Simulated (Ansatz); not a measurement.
The starting structures come from a database of crystals and need not be the phases stable at ambient conditions.

**Evanescent states of Cs$_{2}$LiGaF$_{6}$ (P-3m1, not sure to be the ambient phase, 10 atoms a cell, 18.1 Å³ an atom, -3 GPa at this level) along the normal of (110)**

These are PBEsol (plane waves, PAW; Ansatz, a first-principles code) values and carry that method's errors.

The gap is the functional's own. No spin-orbit coupling. Mid-gap values are interpolated on the energy grid.

Energies count from the valence-band top; κ is the least over a 6×4 mesh across the current.

```
E (eV)  κ (1/Å)  where
------  -------  -----
0.14      0.291      Γ
0.42      0.348      Γ
0.70      0.385      Γ
0.98      0.412      Γ
1.26      0.432      Γ
1.54          …      Γ
1.82          …      Γ
2.10          …      Γ
2.38          …      Γ
2.66          …      Γ
2.94          …      Γ
3.22          …      Γ
3.50          …      Γ
3.78          …      Γ
4.06          …      Γ
4.34          …      Γ
4.62          …      Γ
4.90      0.353      Γ
5.18      0.315      Γ
5.46      0.266      Γ
5.74      0.195      Γ
6.02      0.035      Γ
```

Fill in the missing entries.


- 1.54, κ (1/Å): 0.446
- 1.82, κ (1/Å): 0.457
- 2.10, κ (1/Å): 0.463
- 2.38, κ (1/Å): 0.467
- 2.66, κ (1/Å): 0.467
- 2.94, κ (1/Å): 0.465
- 3.22, κ (1/Å): 0.459
- 3.50, κ (1/Å): 0.451
- 3.78, κ (1/Å): 0.440
- 4.06, κ (1/Å): 0.425
- 4.34, κ (1/Å): 0.406
- 4.62, κ (1/Å): 0.382
